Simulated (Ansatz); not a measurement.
The reference is PbSe in the rock salt structure (space group Fm-3m, No. 225; a = 6.102 Å). Axes: x, y, z lie along the cube axes.

The values are results of plane-wave PAW DFT at the PBEsol level (Ansatz, a first-principles code, 420 eV), scalar-relativistic without spin-orbit coupling, not measurements.

For the base:

| Property | Result |
|---|---|
| Valley order | L along ⟨111⟩ 0.17 eV; a point along ⟨110⟩, about 0.6 Å⁻¹ from Γ 1.03 eV |
| Volume per atom | 28.39 Å³ |

Perturbation: biaxial strain +1.25 %, plane normal [111], relaxed out of plane (Cartesian); in-plane vectors clamped, the third vector and the atoms free.

Q: Estimate the effect on the energy relative to the base, valley order and volume per atom.

A: The energy grows by 2.0 meV/atom; the valley order (the lowest conduction-band minima on the path, energy above the VBM, named in the base's zone) changes from L along ⟨111⟩ 0.17 eV; a point along ⟨110⟩, about 0.6 Å⁻¹ from Γ 1.03 eV to L along [111] 0.05 eV; L along [1-11] 0.20 eV; a point along [01-1], about 0.6 Å⁻¹ from Γ 1.09 eV; the volume per atom rises by 0.32 Å³ to 28.71 Å³.

With Pb present, leaving out spin-orbit coupling can change the band edges. The levels and masses belong to the bands next to the band gap. Stability against distortions was not tested. The final runs are not spin-polarised.
